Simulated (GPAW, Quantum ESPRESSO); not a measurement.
A Quantum ESPRESSO input for a self-consistent single point of HgS (F-43m, 2 atoms in the cell) (DFT, PBEsol, plane waves, PSlibrary ultrasoft (PBE) pseudopotentials):

```fortran
&control
  calculation = 'scf',
  prefix = 'hgs',
  outdir = './work',
  pseudo_dir = './',
  tprnfor = .true.,
  tstress = .true.,
/
&system
  ibrav = 2,
  A = 5.93160800,
  nat = 2,
  ntyp = 2,
  ecutwfc = 50,
  ecutrho = 450,
  occupations = 'smearing',
  smearing = 'fermi-dirac',
  degauss = 0.0073499,
  input_dft = 'pbesol',
/
&electrons
  conv_thr = 1.0e-11,
  mixing_beta = 0.3,
/
ATOMIC_SPECIES
Hg   200.5920  Hg.pbe-n-rrkjus_psl.1.0.0.UPF
S     32.0600  S.pbe-n-rrkjus_psl.1.0.0.UPF
ATOMIC_POSITIONS crystal
Hg    0.00000000    0.00000000    0.00000000
S     0.25000000    0.25000000    0.25000000
K_POINTS automatic
8 8 8  0 0 0
```

Problem. Translate this input to GPAW.

Solution. This is the input that was run; spellings and numerical settings could be chosen otherwise.

```python
from ase import Atoms
from ase.units import GPa
from gpaw import GPAW

atoms = Atoms(['Hg', 'S'],
              cell=[[0.000000, 2.965804, 2.965804],
                    [2.965804, 0.000000, 2.965804],
                    [2.965804, 2.965804, 0.000000]],
              scaled_positions=[[0.000000, 0.000000, 0.000000],
                                [0.250000, 0.250000, 0.250000]],
              pbc=True)

calc = GPAW(mode={'name': 'pw', 'ecut': 600},
            xc='PBEsol',
            kpts={'size': (8, 8, 8), 'gamma': True},
            occupations={'name': 'fermi-dirac', 'width': 0.1},
            nbands=-6,
            symmetry={'symmorphic': False, 'tolerance': 0.0005},
            maxiter=120)

atoms.calc = calc

energy = atoms.get_potential_energy()
print('Energy (eV):', round(energy, 6))
forces = atoms.get_forces()
print('Forces (eV/Ang):')
print(forces.round(5))
stress = atoms.get_stress()
print('Stress (GPa, Voigt):', (stress / GPa).round(4))
```

Basis, cutoffs, solver keys and any potentials are the target program's own. This input uses DFT PBEsol, plane waves, GPAW PAW datasets PBEsol (made by gpaw-setup). Both were run: pressure -1.34 GPa in Quantum ESPRESSO and -1.09 in GPAW.

On Quantum ESPRESSO: the starting cell comes from a database of computed structures (which also holds hypothetical and non-ambient phases and stackings), without a prior relaxation at this level. Its lattice was rescaled by a random factor within 2.5 % of one. The run gives no clean gap (levels at the Fermi energy touch, overlap or are partly filled at this smearing), which alone does not show that the compound is a metal.

On GPAW: the starting cell comes from a database of computed structures (which also holds hypothetical and non-ambient phases and stackings), without a prior relaxation at this level. Its lattice was rescaled by a random factor within 2.5 % of one. The run gives no clean gap (levels at the Fermi energy touch, overlap or are partly filled at this smearing), which alone does not show that the compound is a metal.
